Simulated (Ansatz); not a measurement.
# Cs in the bcc (W type) structure (space group Im-3m, No. 229)

```
Cs
1.0
   -3.07849     3.07849     3.07849
    3.07849    -3.07849     3.07849
    3.07849     3.07849    -3.07849
Cs
1
Direct
  0.00000   0.00000   0.00000
```

All numbers come from PBE (Ansatz, a first-principles code, PAW, no spin-orbit coupling). k-mesh 11×11×11 (Γ-centred); smearing 0.05 eV (Fermi–Dirac).

```json
{
 "volume_per_atom": "116.70 Å³",
 "density": "1.89 g/cm³",
 "band_gap": "zero",
 "total_energy": "-5670.765 eV/atom (σ→0; compares only within this code and set-up)"
}
```

Whether these cells are dynamically stable was not tested. The final runs are not spin-polarised.
